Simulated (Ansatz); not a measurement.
CsCl-type HfRu

Method: LDA in Ansatz (PAW).

Settings: plane-wave cutoff 500 eV, 18×18×18 k mesh, Fermi–Dirac smearing 0.1 eV, no spin polarisation, scalar-relativistic PAW data made under PBE.

Cell (relaxed at this level):

```cif
data_HfRu
_chemical_formula_sum 'Hf1 Ru1'
_space_group_name_H-M_alt 'Pm-3m'
_space_group_IT_number 221
_space_group_name_Hall '-P 4 2 3'
_cell_length_a 3.18205
_cell_length_b 3.18205
_cell_length_c 3.18205
_cell_angle_alpha 90.000
_cell_angle_beta 90.000
_cell_angle_gamma 90.000
loop_
_atom_site_label
_atom_site_type_symbol
_atom_site_symmetry_multiplicity
_atom_site_Wyckoff_symbol
_atom_site_fract_x
_atom_site_fract_y
_atom_site_fract_z
_atom_site_occupancy
Hf1 Hf 1 a 0.00000 0.00000 0.00000 1
Ru1 Ru 1 b 0.50000 0.50000 0.50000 1
```

- band gap: none

Spin–orbit coupling is not included.

Computed values are for the static lattice.

Ansatz is a program for electronic structure.
